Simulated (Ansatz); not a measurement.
## BeTe: response to strain

The parent structure is BeTe in the zinc blende structure (space group F-43m, No. 216; a = 5.5542 Å). Axes: x, y, z lie along the cube axes.

Strains are applied to the cell and any free atomic positions relax; under biaxial strain the out-of-plane vector relaxes too.

The values are results of LDA (Ansatz, an electronic-structure program), spin-orbit coupling left out, not measurements.

| biaxial strain, plane normal [001], relaxed out of plane (%) | band gap (eV) |
|---|---|
| 0 | 1.79 |
| 0.5 | ? |
| 1 | 1.67 |
| 1.5 | 1.62 |
| 2 | 1.56 |
| 2.5 | 1.51 |
| 3 | 1.46 |

Q: Fit E_g = E₀ + Dε (ε in %) to the rows shown and predict the withheld row.

A: Least squares on the printed values gives E₀ = 1.79 eV, D = -110 meV per % of strain (largest residual 0.01 eV); this predicts 1.73 eV, and the run gives 1.73 eV, in agreement.

With Te present, leaving out spin-orbit coupling can change the band edges. Whether these cells are dynamically stable was not tested.
